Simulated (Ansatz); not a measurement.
Data:

```
CELL_PARAMETERS angstrom
      0.00990     1.79388     1.76625
      1.79388     0.00990     1.76625
      1.80379     1.80379     0.00000
ATOMIC_POSITIONS crystal
  Cu 0.00000 0.00000 0.00000
```

All values below come from PBEsol, rigid bands (plane waves, PAW, scalar-relativistic; Ansatz, a first-principles code). Condition of this run: uniaxial stress along [110] of -2 GPa (compression positive) (the target of the relaxation). Geometry: cell and atoms relaxed with PBEsol, then loaded as said.

**Question.** Predict the product ρ₀λ of resistivity and mean free path that follows from the Fermi surface's area.

**Answer.** 6.5 ×10⁻¹⁶ Ω·m².

**Question.** And the Drude plasma energy and the root-mean-square Fermi velocity at 300 K?

**Answer.** 9.1 eV; 1.1e6 m/s.

A metal at this level (no band gap); rigid bands, thermally averaged at 300 K, both spins. Spin-orbit coupling is left out. τ is one relaxation time for all states; the product of resistivity and mean free path takes one path for all states instead.
